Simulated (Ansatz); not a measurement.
The parent structure is Bi2Se3 in the Bi2Te3 type structure (space group R-3m, No. 166; a = 4.081 Å, c = 27.666 Å (hexagonal axes)).

Modification: a hydrostatic pressure of 0.3 GPa.

Levels (all Ansatz, an electronic-structure program, PAW): PBEsol-D3(BJ) (420 eV, no SOC); r2SCAN (500 eV, no spin-orbit coupling); HSE06 (420 eV, no spin-orbit coupling).

One geometry, relaxed with PBEsol-D3(BJ), under each level:

```tsv
level	band gap
PBEsol-D3(BJ)	zero
r2SCAN	…
HSE06	0.41 eV
```

Q: Give the withheld r2SCAN results.

A: 
- r2SCAN, band gap: 0.29 eV

Single points use the geometry relaxed with PBEsol-D3(BJ). Their cutoffs differ, which shifts pressures a little. HSE06 was sampled on its mesh, a few special points and the semilocal edge points, so its gap is an upper bound. Spin-orbit coupling, missing from the scalar runs, can matter with Bi. Load acts through the strain it causes; cell and atoms are relaxed under it. Whether these cells are dynamically stable was not tested. The final runs are not spin-polarised. Gaps under 0.05 eV, about the width of the smearing, are given as zero. A zero or small gap of Bi2Se3 can be the functional's error rather than a property of the material.
